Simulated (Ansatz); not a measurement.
CsCl-type TiCo, treated with PBE0-D3(BJ) (Ansatz, a quantum-chemistry and plane-wave program, PAW).

Numerical settings: plane-wave cutoff 460 eV, 10×10×10 k mesh, Fermi–Dirac smearing 0.05 eV, no spin polarisation, scalar-relativistic PAW data made under PBE.

Energies at three volumes about the minimum:

| V (Å³/atom) | E − E_lowest (meV/atom) |
|---|---|
| 11.871 | 5.28 |
| 12.095 | 0.00 |
| 12.480 | 4.66 |

**Question.** Fit a parabola by hand: where is the minimum, what lattice constant follows, and what is the bulk modulus?

**Answer.** Slopes: (0.00 − 5.28)/(12.095 − 11.871) = -23.571 and (4.66 − 0.00)/(12.480 − 12.095) = 12.104 meV/Å³. Curvature E″ = 2 × (12.104 − (-23.571))/(12.480 − 11.871) = 117.159 meV/Å⁶. From the middle of the first interval, the slope vanishes at V0 = 11.9830 − (-23.571)/117.159 = 12.184 Å³/atom. B = V0 E″ = 12.184 × 117.159 meV/Å³ × 0.1602 GPa per meV/Å³ = 229 GPa. With 2 atoms in the cube, a = (2 × 12.184)^(1/3) = 2.899 Å. The full Birch–Murnaghan fit to all volumes gives V0 = 12.177 Å³/atom and B0 = 226 GPa.

Measured, for comparison: bulk modulus 154 GPa, lattice constant a 2.995 Å (room temperature, no zero-point or thermal correction; as tabulated in Yamada et al. (2019), arXiv:1910.09660). Computed (rounded) less measured: bulk modulus +47 %.

Note: the run has no spin polarisation, so it can have missed a magnetic state.
